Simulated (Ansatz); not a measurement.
The parent structure is Ta in the bcc (W type) structure (space group Im-3m, No. 229; a = 3.306 Å; relaxed with 0.1 eV smearing). Axes: x, y, z lie along the cube axes.

Method: r2SCAN in Ansatz (plane waves to 500 eV, PAW, no spin-orbit coupling).

One thing is altered: an isotropic linear strain of −2.56 %; the atoms relax in the strained cell.

Q: Predict the stress tensor and what it implies for the stiffness.

A: Stress of the strained cell less that of the base (GPa, compression positive):
```
   18.0     0.0     0.0
    0.0    18.0     0.0
    0.0     0.0    18.0
```

Then B = −ΔP/(ΔV/V₀) with ΔV/V₀ = -0.0749 gives secant stiffness values (nonlinear terms included at this strain): B ≈ 241 GPa.

As a check, the harmonic strain energy −½ V₀ Δσ:ε is 78 meV/atom; the computed energy rise is 72 meV/atom.

Stability against distortions was not tested. All final runs are without spin polarisation.

Ansatz is a program for electronic structure.
